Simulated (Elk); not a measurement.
Band structure of ScZnPd (Cmcm, 6 atoms in the cell).

```
CELL_PARAMETERS angstrom
      2.14653    -4.55886     0.00000
      2.14653     4.55886     0.00000
      0.00000     0.00000     5.25138
ATOMIC_POSITIONS crystal
  Sc 0.70683 0.29317 0.75000
  Sc 0.29317 0.70683 0.25000
  Zn 0.00000 0.00000 0.00000
  Zn 0.00000 0.00000 0.50000
  Pd 0.40354 0.59646 0.75000
  Pd 0.59646 0.40354 0.25000
```

Level of theory: PBEsol, all-electron FP-LAPW, Elk's shipped species files, APW+lo basis with extra local orbitals (Elk).

Settings: xctype = 22; rgkmax = 8; stype = 0; swidth = 0.00183747 Ha; ngridk = 5 5 4; gmaxvr = 14 1/bohr; nxlo = 2; lorbcnd = true; rmtscf = 0.95; lmaxi = 2.

The starting cell comes from a database of computed structures (which also holds hypothetical and non-ambient phases and stackings), without a prior relaxation at this level. Spin polarisation is off. Values depend on the basis (sphere radii, cutoffs, local orbitals), which need not be converged.

Levels in eV from the Fermi level, bands 44 to 51:
```tsv
point	44	45	46	47	48	49	50	51
Γ	-1.73	-1.73	-0.59	-0.47	0.16	0.70	1.33	1.73
X	-2.62	-2.62	-0.26	-0.20	0.22	0.44	0.91	1.05
S	-2.68	-1.25	-1.06	-0.47	-0.07	0.72	0.87	1.02
R	-2.80	-2.01	-2.01	0.53	0.53	0.63	0.63	1.61
A	-2.31	-2.01	-2.01	-0.73	-0.73	1.57	1.57	1.73
Z	-2.81	0.12	0.12	0.31	0.31	1.00	1.00	1.95
Y	-2.51	-1.40	-0.67	-0.24	0.50	1.15	1.37	2.15
X1	-2.62	-2.62	-0.26	-0.20	0.22	0.44	0.91	1.05
A1	-2.31	-2.01	-2.01	-0.73	-0.73	1.57	1.57	1.73
T	-3.08	-1.83	-1.83	1.17	1.17	1.38	1.38	2.34
```

Bands cross the Fermi level along this path, so the cell is metallic at this level.
